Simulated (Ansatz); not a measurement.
The reference is YbSi$_{2}$ in the fluorite structure (space group Fm-3m, No. 225; a = 6.343 Å; a hypothetical phase, not in the database extracts checked).

Level of theory: PBEsol/PAW in Ansatz (a program for electronic structure), scalar-relativistic without spin-orbit coupling.

For the base:

The shortest interatomic distance comes out as 2.747 Å.

It is then changed as follows: cell and atoms relaxed at a pressure of 22.5 GPa.

Estimate the effect on the shortest interatomic distance.

The shortest interatomic distance shrinks by 0.214 Å to 2.533 Å.

The state of the 4f shell was not checked for lower solutions. Load acts through the strain it causes; cell and atoms are relaxed under it. Stability against distortions was not tested. No other phases were tried under pressure. Starting moments died away, wholly or in part, for the base; another magnetic solution may exist. The final runs are not spin-polarised.
